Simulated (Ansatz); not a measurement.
Given:

```
CELL_PARAMETERS angstrom
      0.00000     2.42321     2.42321
      2.42321     0.00000     2.42321
      2.42321     2.42321     0.00000
ATOMIC_POSITIONS crystal
  Ca 0.00000 0.00000 0.00000
  O  0.50000 0.50000 0.50000
```

No spin polarisation.

Calculations: Ansatz (an electronic-structure program) PBE, without spin-orbit coupling. k-mesh 12×12×12 (Γ-centred); smearing 0.05 eV (Fermi–Dirac).

### Question
Predict the band gap, gap character and hole mass.

### Answer
The band gap is 3.66 eV and the gap character is indirect, Γ → X. The hole mass (degenerate bands, along [100]) is 0.35, 2.9, 2.9 mₑ (at Γ).

Load acts through the strain it causes; cell and atoms are relaxed under it. Effective masses come from finite differences of ±0.01 Å⁻¹. Whether these cells are dynamically stable was not tested. The cell was made from CaO in the rock salt structure (space group Fm-3m, No. 225) by this change: pressure −1 GPa.
